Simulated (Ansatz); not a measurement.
## Several settings converged on RbBi₂ (R3m, 6 atoms in the cell)

```
CELL_PARAMETERS angstrom
      0.00000     4.78699     4.78699
      4.78699     0.00000     4.78699
      4.78699     4.78699     0.00000
ATOMIC_POSITIONS crystal
  Rb 0.50301 0.50301 0.50301
  Rb 0.75000 0.75000 0.75000
  Bi 0.62500 0.12500 0.12500
  Bi 0.12500 0.12500 0.62500
  Bi 0.12500 0.62500 0.12500
  Bi 0.12500 0.12500 0.12500
```

Base method: PBEsol, default PAW files made with PBE (plane waves; Ansatz, a first-principles code).

Base settings: basis.ecutwfc = 30.9 Ry; kpoints.mp_grid.grid = 3 3 3; hamiltonian.xc = pbesol; hamiltonian.pseudopotentials = {kind: paw} (the program's default PAW files); scf.occupations.method = fermi_dirac; scf.occupations.width = 0.0073 Ry.

The count of work is k-points × plane waves × bands × iterations; it is no time. 

**The cutoff for other potential files**

Level: DFT, PBEsol, plane waves, harder PAW files (source: ansatz) made with PBE.

In this ladder: hamiltonian.pseudopotentials = {kind: paw, source: ansatz}.

The second cell is the first with its lattice scaled by 0.98.

The mesh stays at the base's, so the ladder's end is converged at best in this setting alone.

The first pressure column holds Ansatz's estimate of the finite-basis (Pulay) stress, which hides part of the cutoff error; the other is without it.

Only quantities that move along the ladder and can be compared are tabulated.

| basis.ecutwfc | free energy less the last step's (meV/atom) | energy of the compressed cell less the first (meV/atom) | pressure (GPa) | pressure without the Pulay estimate (GPa) | largest difference of a force vector from the last step's (eV/Å) | count of work / last |
|---|---|---|---|---|---|---|
| 16.5 Ry | 21510.39 | -299.96 | -2.30 | -466.14 | 0.008 | 0.11 |
| 20.2 Ry | 3784.30 | 130.83 | -0.19 | -108.03 | 0.003 | 0.14 |
| 25.7 Ry | 224.74 | 10.59 | -0.08 | -9.51 | 0.000 | 0.21 |
| 31.2 Ry | 6.64 | 12.18 | -0.05 | -0.50 | 0.000 | 0.27 |
| 36.7 Ry | 0.21 | 12.48 | -0.05 | -0.05 | 0.000 | 0.36 |
| 44.1 Ry | 0.16 | 12.48 | -0.05 | -0.05 | 0.000 | 0.47 |
| 55.1 Ry | 0.06 | 12.48 | -0.05 | -0.05 | 0.000 | 0.65 |
| 73.5 Ry | 0.00 | 12.48 | -0.05 | -0.05 | 0.000 | 1.0 |

Coarsest basis.ecutwfc that holds the pressure without the Pulay estimate within 1 GPa of the last step, with all finer ones: 31.2 Ry, at 0.27 of the last step's count of work; the step before is off by 9.5 GPa.

Coarsest basis.ecutwfc that holds the forces within 0.005 eV/Å of the last step, with all finer ones: 20.2 Ry, at 0.14 of the last step's count of work; the step before is off by 0.008 eV/Å.

Coarsest basis.ecutwfc that holds the energy of the compressed cell less the first within 0.2 meV/atom of the last step, with all finer ones: 36.7 Ry, at 0.36 of the last step's count of work; the step before is off by 0.30 meV/atom.

The energy difference between the two cells stays within 1 meV/atom of the last step's from 31.2 Ry on, the total only from 36.7 Ry on: much of the error is common to both cells and cancels.

At the lowest cutoff the pressure without the Pulay estimate lies 466 GPa under the last step's, the usual sign of Pulay stress in an incomplete plane-wave basis.

**The relaxed cell against the cutoff**

On RbBi₂ (Fd-3m, 6 atoms in the cell): atoms on their sites.

In this ladder: relax = cell and atoms.

The mesh stays at the base's, so the ladder's end is converged at best in this setting alone.

Only quantities that move along the ladder and can be compared are tabulated.

```csv
basis.ecutwfc,relaxed volume (Å³/atom),relaxation steps
15.4 Ry,36.454,14
18.4 Ry,36.332,11
21.7 Ry,36.565,2
26.1 Ry,36.483,3
30.9 Ry,36.483,3
37.1 Ry,36.481,3
46.3 Ry,36.481,3
61.7 Ry,36.481,3
```

Coarsest basis.ecutwfc that holds the relaxed volume within 0.073 Å³/atom of the last step, with all finer ones: 26.1 Ry; the step before is off by 0.084 Å³/atom.

On the base run: the starting cell comes from a database of computed structures (which also holds hypothetical and non-ambient phases and stackings), without a prior relaxation at this level. Its lattice was rescaled by up to half a per cent. One atom was moved a little off its site on purpose.

Keys are those of Ansatz 0.2.
